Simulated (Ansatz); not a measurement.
Consider CaO in the rock salt structure (space group Fm-3m, No. 225; a = 4.7948 Å). Axes: x, y, z lie along the cube axes.

Level of theory: r2SCAN (Ansatz, an electronic-structure program, PAW, no spin-orbit coupling).

Strains are applied to the cell and any free atomic positions relax.

One change was made to it. Results:

```tsv
quantity	base	after
electron mass	1.4 mₑ along k, 0.44 mₑ across (at X)	1.4 mₑ along k, 0.43 mₑ across (at X)
pressure (mean of the normal stresses, compression positive)	0.00 GPa	2.95 GPa
```

Question: Which change produced these results?
A. strain tensor (xx, yy, zz, yz, xz, xy) = (+0.45, −1.96, −0.76, +0.11, +0.10, +0.54) %
B. strain tensor (xx, yy, zz, yz, xz, xy) = (+0.11, −1.41, +1.26, +0.90, +0.08, +0.29) %
C. isotropic strain +0.62 %
D. isotropic strain −4.84 %

Answer: A, strain tensor (xx, yy, zz, yz, xz, xy) = (+0.45, −1.96, −0.76, +0.11, +0.10, +0.54) %. For comparison, the electron mass in the other runs: isotropic strain −4.84 % gives 1.3 mₑ along k, 0.39 mₑ across (at X); isotropic strain +0.62 % gives 1.4 mₑ along k, 0.44 mₑ across (at X); strain tensor (xx, yy, zz, yz, xz, xy) = (+0.11, −1.41, +1.26, +0.90, +0.08, +0.29) % gives 1.4 mₑ along k, 0.44 mₑ across (at X).

The levels and masses belong to the bands next to the band gap. Effective masses come from finite differences of ±0.01 Å⁻¹. Along k means along the line from Γ to the band edge. No phonon test of stability was made.
